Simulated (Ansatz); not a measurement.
Here is the system:

End structure of a constructed model of the (111) surface of fcc Au, a pseudomorphic layer of Ti in the other hollow (bottom of the slab: a bare face, its two planes held):

```
CELL_PARAMETERS angstrom
      2.93959     0.00000     0.00000
     -1.46980     2.54576     0.00000
      0.00000     0.00000    31.00000
ATOMIC_POSITIONS crystal
  Au 0.33333 0.66667 0.26498
  Au 0.66667 0.33333 0.34241
  Au 0.00000 0.00000 0.41956
  Au 0.33333 0.66667 0.49709
  Au 0.66667 0.33333 0.57534
  Au 0.00000 0.00000 0.65542
  Ti 0.66667 0.33333 0.72677
```

Set-up: 7 atoms, 14.6 Å thick at the start; mesh 15x15x1; 0.1 eV smearing; dipole correction on; 2 atoms held, the rest relaxed; start symmetry kept, larger cells not searched; no spin, no spin-orbit, no U. In PBE it lies 0.03 eV a 1x1 cell over the lowest computed structure of the same composition (a pseudomorphic layer of Ti in the host's stacking).

Task: Estimate the work function of the top face that PBE in Ansatz (a first-principles code) returns for this input.

Result: 4.24 eV
